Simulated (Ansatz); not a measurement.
**A computed series for GaN: response to strain**

Base system: GaN in the zinc blende structure (space group F-43m, No. 216; a = 4.498 Å). Axes: x, y, z lie along the cube axes.

Strains are applied to the cell and any free atomic positions relax; under biaxial strain the out-of-plane vector relaxes too; under stress the whole cell relaxes.

Level of theory: PBEsol in Ansatz (plane waves to 420 eV, PAW, no spin-orbit coupling).

Notes on the quantities. energy relative to the base: free energy F; pressure: mean of the normal stresses, compression positive.

```csv
variant,energy relative to the base,pressure,shortest interatomic distance,electron mass
base,0 meV/atom,0.00 GPa,1.948 Å,0.15 mₑ (at Γ)
"biaxial strain −1.35 %, plane normal [001], relaxed out of plane",+3.5 meV/atom,2.44 GPa,1.940 Å,–
"biaxial strain −2.04 %, plane normal [110], relaxed out of plane",+12 meV/atom,5.71 GPa,1.923 Å,–
"biaxial strain −2.49 %, plane normal [111], relaxed out of plane",+20 meV/atom,7.95 GPa,1.918 Å,"0.16 mₑ out of plane, 0.18 mₑ in plane (at Γ)"
isotropic strain −0.61 %,+2.3 meV/atom,3.60 GPa,1.936 Å,0.16 mₑ (at Γ)
isotropic strain +1.46 %,+12 meV/atom,-7.44 GPa,1.976 Å,0.13 mₑ (at Γ)
uniaxial strain ε_yy = −4.27 %,+18 meV/atom,8.88 GPa,1.920 Å,"0.17 mₑ along y, 0.18 mₑ across (at Γ)"
uniaxial strain ε_zz = +0.65 %,___,___,___,0.15 mₑ (at Γ)
"uniaxial stress, 5 GPa tension along x",+4.8 meV/atom,–,1.954 Å,"0.16 mₑ along x, 0.15 mₑ across (at Γ)"
"uniaxial stress, 2 GPa tension along z",+0.8 meV/atom,–,1.950 Å,0.15 mₑ (at Γ)
```

Problem. Some entries are withheld; estimate them.

Solution. 
- uniaxial strain ε_zz = +0.65 %, energy relative to the base: +0.4 meV/atom
- uniaxial strain ε_zz = +0.65 %, pressure: -1.20 GPa
- uniaxial strain ε_zz = +0.65 %, shortest interatomic distance: 1.952 Å

The levels and masses belong to the bands next to the band gap. Masses are band curvatures over ±0.01 Å⁻¹ around the edge. Beyond what the load breaks, stability against distortions was not tested. This is not the structure that GaN has at room temperature and ambient pressure.

Ansatz is a first-principles code.
